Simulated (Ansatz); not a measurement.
We consider Ge (model structure, within 0.1 Å of Fd-3m, No. 227, 2 atoms in the cell), described by HSE06 (Ansatz, a quantum-chemistry and plane-wave program, PAW).

Input file:

Ansatz 0.2 input:
```yaml
crystal:
  lattice:
    - [3.4895336521, -2.0154410269, -0.0260824901]
    - [3.4895336521, 2.0154410269, -0.0260824901]
    - [-2.3051139585, 0.0, 3.3085049501]
  atoms:
    - { symbol: Ge, position: [0.8750547252, 0.8750547252, 0.1250472718] }
    - { symbol: Ge, position: [0.1249452748, 0.1249452748, 0.8749527282] }
basis:
  ecutwfc: 460
  ecutrho_ratio: 4
  xc_grid: 2
kpoints:
  mp_grid: { grid: [8, 8, 8] }
hamiltonian:
  xc: hse06
  dispersion: none
  pseudopotentials: { kind: paw }
scf:
  occupations: { method: fermi_dirac, width: 0.01 }
  convergence: { dr2_threshold: 0.0000000002 }
output:
  forces: true
  stress: true
  eigenvalues: true
```

**Question.** How many irreducible k-points, plane waves at Γ does the program set up, and what pressure does the run end with?

**Answer.** 150 irreducible k-points, 1037 plane waves at Γ; P = -0.57 GPa, so the cell is stretched on average and its volume would shrink at this level.

Excerpt of the program's output:

```
WARN 4 symmetry operations that the atoms keep within the bar at which the run's group was sought (crystal.symmetry.tolerance 1.0e-5, or twice it) were not …
WARN output.stress: scf.exx.energy_threshold = 1e-6 eV is looser than the 2e-8 eV advised for a stress under a hybrid functional (1e-8 eV for each atom of the …
Crystal: 2 atoms, lattice volume = 46.295 Å³
Basis set: ecut = 460 eV, 1037 PW (Γ), exchange–correlation on 60×60×60 points (8 copies of the dense FFT grid, shifted against one another)
Bands: 18, of which v1, the nominal top of the filled ones, is band 14 counted from 1 (13 counted from 0)
Symmetry: 4 space group operations
Space group: C2/m (ITA 12), of the structure as read, at distance tolerance 3.6e-5 Å
k-points: 150 of 512
SCF iter   1: F=—  HF=-8589.949534 eV  |F-HF|=—  |Δ(HF+E_count)|=         —  Δρ=1.21e-3  dr2=8.24e-4
SCF iter   2: F=—  HF=-8589.949943 eV  |F-HF|=—  |Δ(HF+E_count)|=   4.09e-4  Δρ=5.49e-4  dr2=1.50e-4
  ...
SCF 1 converged in 6 iterations: F = -8589.950045 eV  dr2 = 1.31e-10
Crystal: 2 atoms, lattice volume = 46.295 Å³
Initial density: handed on by an earlier stage of this run
Crystal: 2 atoms, lattice volume = 46.295 Å³
SCF iter   4: F=—  HF=-8591.704538 eV  |F-HF|=—  |Δ(HF+E_count)|=   1.10e-8  Δρ=1.24e-6  dr2=2.36e-10
SCF iter   5: F=-8591.704538 eV  HF=-8591.704538 eV  |F-HF|=1.82e-12  |Δ(HF+E_count)|=  6.46e-10  Δρ=4.75e-7  dr2=6.59e-11
SCF 3 converged in 5 iterations: F = -8591.704538 eV  dr2 = 6.59e-11
Free energy (F): -8591.704538 eV
Internal energy: -8591.704538 eV  (E = F + TS)
E sigma→0 (E₀):  -8591.704538 eV
Fermi energy:    8.286178 eV
--- Forces (eV/Å), atoms counted from 1 ---
  atom   1  Ge    -0.00404531    -0.00000000    -0.00210669
  atom   2  Ge     0.00404531     0.00000000     0.00210669
--- Stress (GPa, compression-positive) ---
       -0.550706       0.000000       0.041145
        0.000000      -0.583408      -0.000000
        0.041145      -0.000000      -0.581704
  P = ⅓ Tr σ = -0.5719 GPa (-5.719 kbar)
```

The PAW data were made under PBE.

Note: cell and atoms aren't relaxed at this level (pressure -0.6 GPa).

A model structure was made by putting elements into a prototype or built by hand; here it ended with the formula and space group of a phase in our tables.
